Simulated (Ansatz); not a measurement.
Base system: BP (space group P4_2/mnm, No. 136; a = 5.5323 Å, c = 3.1873 Å; a hypothetical phase, not in the database extracts checked). Axes: x, y, z lie along a, b, c of the conventional cell.

One thing is altered: compressive biaxial strain of 3.30 % in the plane normal to [001], as in epitaxy on a mismatched substrate; the out-of-plane cell vector and the atoms relax.

Levels (all Ansatz, an electronic-structure program, PAW): PBEsol (420 eV, without spin-orbit coupling); r2SCAN (500 eV, no spin-orbit coupling).

The geometry is relaxed with PBEsol.

| Property | Result |
|---|---|
| PBEsol band gap | zero |
| PBEsol gap character | absent |
| PBEsol pressure | 9.4 GPa |

With r2SCAN at the same geometry, the band gap becomes 0.23 eV (PBEsol: zero); the gap character goes from absent to indirect, Γ → k = (0, 0, 0.300) in the run's primitive reciprocal basis; the pressure grows by 1.9 GPa (9.4 GPa → 11.3 GPa).

Single points use the geometry relaxed with PBEsol. Their cutoffs differ, which shifts pressures a little. The mesh was chosen for an insulator and is coarse for the gapless case. Stability against distortions was not tested. All final runs are without spin polarisation. The zero or small gap of BP can change with the level of theory.
